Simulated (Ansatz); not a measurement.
## HfO2: response to strain

Take HfO2 (space group Pca2_1, No. 29; a = 5.294 Å, b = 5.070 Å, c = 5.102 Å) as the base. Axes: x, y, z lie along a, b, c of the conventional cell.

Strains are applied to the cell and any free atomic positions relax; under biaxial strain the out-of-plane vector relaxes too; under stress the whole cell relaxes.

Calculations: PBE in Ansatz (plane waves to 420 eV, PAW, scalar-relativistic without spin-orbit coupling), earlier PAW set.

Notes on the quantities. pressure: mean of the normal stresses, compression positive; energy relative to the base: free energy F.

| variant | smallest direct gap | pressure | energy relative to the base |
|---|---|---|---|
| base | 4.59 eV | 0.01 GPa | 0 meV/atom |
| biaxial strain +2.05 %, plane normal [001], relaxed out of plane | 4.65 eV | -4.71 GPa | +11 meV/atom |
| isotropic strain −3.29 % | 4.68 eV | 24.72 GPa | +78 meV/atom |
| uniaxial strain ε_yy = −3.08 % | (withheld) | (withheld) | (withheld) |
| uniaxial strain ε_zz = −5.99 % | – | 11.90 GPa | +47 meV/atom |
| uniaxial strain ε_zz = +4.83 % | 4.33 eV | -8.46 GPa | +30 meV/atom |
| uniaxial stress, 8 GPa tension along z | 4.46 eV | – | +6.9 meV/atom |

Problem. Complete the table.

Solution. 
- uniaxial strain ε_yy = −3.08 %, smallest direct gap: 4.50 eV
- uniaxial strain ε_yy = −3.08 %, pressure: 6.82 GPa
- uniaxial strain ε_yy = −3.08 %, energy relative to the base: +13 meV/atom

With Hf present, leaving out spin-orbit coupling can change the band edges. Stability under load was not tested beyond the relaxation. This is not the structure that HfO2 has at room temperature and ambient pressure.

Ansatz is a first-principles code.
